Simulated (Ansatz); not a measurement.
# Cu interstitial (rock-salt TiN host)

The numbers are results of PBE, PAW (plane waves to 420 eV; Ansatz, a first-principles code), not measurements. Details: 64-site cell; 4×4×4 shifted k-points; start: void with 4N4Ti nearest; no Hubbard U; finite-size errors of tenths of an eV; the relaxation kept the symmetry of the starting site; relaxed from one start, so a lower configuration may exist.

Neighbours after relaxation, in Å: of the Cu atom: N 1.92, N 1.92, N 1.92, N 1.92.

The name describes the start; the neighbours show where the added atom ended.

```json
[
 {"charge": "0", "moment (μB)": "quenched", "point group": "Td", "largest move off a lattice site (Å)": "0.37"}
]
```

Point groups are those of the whole cell at tolerances of 0.03 and 0.1 Å ("near" where only the looser one holds); none is given for unsettled states.

Starting moments that weren't kept: charge 0 began with 1 μB and ended with 0.0.
